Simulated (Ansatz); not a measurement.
Band structure of HfO2 (Fm-3m, 3 atoms in the cell).

```
CELL_PARAMETERS angstrom
      0.00000     2.47255     2.47255
      2.47255     0.00000     2.47255
      2.47255     2.47255     0.00000
ATOMIC_POSITIONS crystal
  Hf 0.00000 0.00000 0.00000
  O  0.75000 0.75000 0.75000
  O  0.25000 0.25000 0.25000
```

Level of theory: PBE, PAW files (plane waves; Ansatz, an electronic-structure program).

Settings: kpoints.mp_grid.grid = 12 12 12; hamiltonian.xc = pbe; hamiltonian.pseudopotentials = {kind: paw} (the program's default PAW files); scf.occupations.method = fixed; kpoints.band_path.npoints = 8.

The starting cell comes from a database of computed structures (which also holds hypothetical and non-ambient phases and stackings), without a prior relaxation at this level. Its lattice was rescaled by a random factor within 2.5 % of one. Spin-orbit coupling is off.

Predict the gap along the standard path and the places of the band edges.

The gap along the path is 3.97 eV, direct at X to within 0.01 eV. Another conduction valley lies within 0.1 eV, so the order of the valleys is not sure.

Levels in eV from the top of the valence band on the path, bands 16 to 22:
```csv
point,16,17,18,19,20,21,22
Γ,-5.90,-0.66,-0.66,-0.66,4.03,4.03,6.36
X,-3.64,-1.74,-1.74,0.00,3.97,5.88,7.32
W,-2.76,-2.76,-1.58,-0.23,5.09,5.50,7.74
K,-3.56,-2.51,-1.45,-0.37,4.54,5.80,7.59
L,-3.23,-2.88,-1.93,-1.93,4.86,4.86,7.70
U,-3.56,-2.51,-1.45,-0.37,4.54,5.80,7.59
```

Keys are those of Ansatz 0.2.
